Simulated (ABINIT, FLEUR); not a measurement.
An ABINIT input for a self-consistent single point of PdIn (Pm-3m, 2 atoms in the cell) (DFT, PBE, plane waves, PAW (JTH v2.0 PBE PAW)):

```
# PdIn, JTH v2.0 PBE PAW
pp_dirpath "./"
pseudos "In.GGA_PBE-JTH.xml, Pd.GGA_PBE-JTH.xml"
acell 3.2500000000 3.2500000000 3.2500000000 Angstrom
rprim
         1.0000000000    0.0000000000    0.0000000000
         0.0000000000    1.0000000000    0.0000000000
         0.0000000000    0.0000000000    1.0000000000
natom 2
ntypat 2
znucl 49 46
typat 1 2
xcart
         1.6250000000    1.6250000000    1.6250000000
         0.0000000000    0.0000000000    0.0000000000
      Angstrom
ecut 48 Ry
pawecutdg 96 Ry
pawxcdev 0
occopt 3
tsmear 0.00367493
nband 22
kptopt 1
ngkpt 8 8 8
nshiftk 1
shiftk 0 0 0
nstep 80
tolvrs 1.0e-12
prtwf 0
prtden 0
prtvol 1
```

Task: Write the same calculation as an input for FLEUR.

Result: One input that does it (others would too):

Input of the input generator:

```
scf PdIn
&input film=f /
6.1416099050 0.0000000000 0.0000000000
0.0000000000 6.1416099050 0.0000000000
0.0000000000 0.0000000000 6.1416099050
1.0
1.0 1.0 1.0

2
49 0.5000000000 0.5000000000 0.5000000000
46 0.0000000000 0.0000000000 0.0000000000

&comp jspins=1 /
&kpt div1=8 div2=8 div3=8 gamma=t /
&end /
```

```xml
<?xml version="1.0" encoding="UTF-8" standalone="no"?>
<fleurInput fleurInputVersion="0.39">
   <comment>
      scf PdIn                                                                                            
   </comment>
   <calculationSetup>
      <cutoffs Kmax="4.1" Gmax="12.3" GmaxXC="12.3" numbands="0"/>
      <scfLoop itmax="60" minDistance="0.00001" maxIterBroyd="15" imix="Anderson" alpha="0.05" precondParam="0.0" spinf="2.0"/>
      <coreElectrons ctail="T" frcor="F" kcrel="0" coretail_lmax="0"/>
      <xcFunctional name="pbe" relativisticCorrections="F"/>
      <magnetism jspins="1"/>
      <soc l_soc="F" theta="0.0" phi="0.0" spav="F"/>
      <expertModes spex="0" secvar="F"/>
      <geometryOptimization l_f="T" forcealpha="1.0" forcemix="BFGS" epsdisp="0.00001" epsforce="0.00001"/>
      <ldaU l_linMix="F" mixParam="0.05" spinf="1.0"/>
   </calculationSetup>
   <cell>
      <bzIntegration valenceElectrons="29.0" mode="hist" fermiSmearingEnergy="0.00367493">
         <kPointListSelection listName="default-1"/>
         <!-- k-points included here -->
         <xi:include xmlns:xi="http://www.w3.org/2001/XInclude" href="kpts.xml"> </xi:include>
      </bzIntegration>
      <!-- symmetry operations included here -->
      <xi:include xmlns:xi="http://www.w3.org/2001/XInclude" href="sym.xml"> </xi:include>
      <bulkLattice scale="1.0">
         <bravaisMatrix>
            <row-1>    6.1416099050000001     0.0000000000000000     0.0000000000000000</row-1>
            <row-2>    0.0000000000000000     6.1416099050000001     0.0000000000000000</row-2>
            <row-3>    0.0000000000000000     0.0000000000000000     6.1416099050000001</row-3>
         </bravaisMatrix>
      </bulkLattice>
   </cell>
   <atomSpecies>
      <species name="Indium (In)" element="In" atomicNumber="49">
         <mtSphere radius="2.43" gridPoints="857" logIncrement="0.015"/>
         <atomicCutoffs lmax="10" lnonsphr="8"/>
         <electronConfig flipSpins="F">
            <coreConfig>(1s1/2) (2s1/2) (2p1/2) (2p3/2) (3s1/2) (3p1/2) (3p3/2) (4s1/2) (3d3/2) (3d5/2) (4p1/2) (4p3/2)</coreConfig>
            <valenceConfig>(5s1/2) (4d3/2) (4d5/2) (5p1/2) (5p3/2)</valenceConfig>
            <stateOccupation state="(5p1/2)" spinUp="0.1666666666667" spinDown="0.1666666666667"/>
            <stateOccupation state="(5p3/2)" spinUp="0.3333333333333" spinDown="0.3333333333333"/>
         </electronConfig>
         <energyParameters s="5" p="5" d="5" f="4"/>
         <lo type="SCLO" l="2" n="4" eDeriv="0"/>
      </species>
      <species name="Palladium (Pd)" element="Pd" atomicNumber="46">
         <mtSphere radius="2.43" gridPoints="857" logIncrement="0.015"/>
         <atomicCutoffs lmax="10" lnonsphr="8"/>
         <electronConfig flipSpins="F">
            <coreConfig>(1s1/2) (2s1/2) (2p1/2) (2p3/2) (3s1/2) (3p1/2) (3p3/2) (4s1/2) (3d3/2) (3d5/2)</coreConfig>
            <valenceConfig>(4p1/2) (4p3/2) (5s1/2) (4d3/2) (4d5/2)</valenceConfig>
            <stateOccupation state="(5s1/2)" spinUp="0.5" spinDown="0.5"/>
            <stateOccupation state="(4d3/2)" spinUp="1.8" spinDown="1.8"/>
            <stateOccupation state="(4d5/2)" spinUp="2.7" spinDown="2.7"/>
         </electronConfig>
         <energyParameters s="5" p="5" d="4" f="4"/>
         <lo type="SCLO" l="1" n="4" eDeriv="0"/>
      </species>
   </atomSpecies>
   <atomGroups>
      <atomGroup species="Indium (In)">
         <relPos label="                   1">1.000/2.000 1.000/2.000 1.000/2.000</relPos>
         <force calculate="T" relaxXYZ="TTT"/>
      </atomGroup>
      <atomGroup species="Palladium (Pd)">
         <relPos label="                   2">.0000000000 .0000000000 .0000000000</relPos>
         <force calculate="T" relaxXYZ="TTT"/>
      </atomGroup>
   </atomGroups>
   <output dos="F" band="F" slice="F">
      <checks vchk="F" cdinf="F"/>
      <bandDOS minEnergy="-.5*Htr" maxEnergy="0.5*Htr" sigma="0.015" storeEVData="T"/>
      <vacuumDOS vacdos="F" integ="F" star="F" nstars="0" locx1="0.0" locy1="0.0" locx2="0.0" locy2="0.0" nstm="0" tworkf="0.0"/>
      <unfoldingBand unfoldBand="F" supercellX="1" supercellY="1" supercellZ="1"/>
      <plotting iplot="0" polar="F">
         <plot TwoD="T" vec1="  1.0  0.0  0.0" vec2="  0.0  1.0  0.0" vec3="  0.0  0.0  1.0" zero="  0.0  0.0  0.0" file="plot"/>
      </plotting>
      <chargeDensitySlicing numkpt="0" minEigenval="0.0" maxEigenval="0.0" nnne="0" pallst="F"/>
      <specialOutput eonly="F"/>
      <magneticCircularDichroism mcd="F" energyLo="-10.0" energyUp="0.0"/>
   </output>
  <!-- We include the file relax.xml here to enable relaxations (see documentation) -->
  <xi:include xmlns:xi="http://www.w3.org/2001/XInclude" href="relax.xml"> <xi:fallback/> </xi:include>
</fleurInput>
```

Basis settings and potentials, where a program has them, do not carry over. This input uses DFT, PBE, all-electron FLAPW (FLEUR), scalar-relativistic valence.

The starting cell has typed, rounded lattice constants, without a prior relaxation at this level.
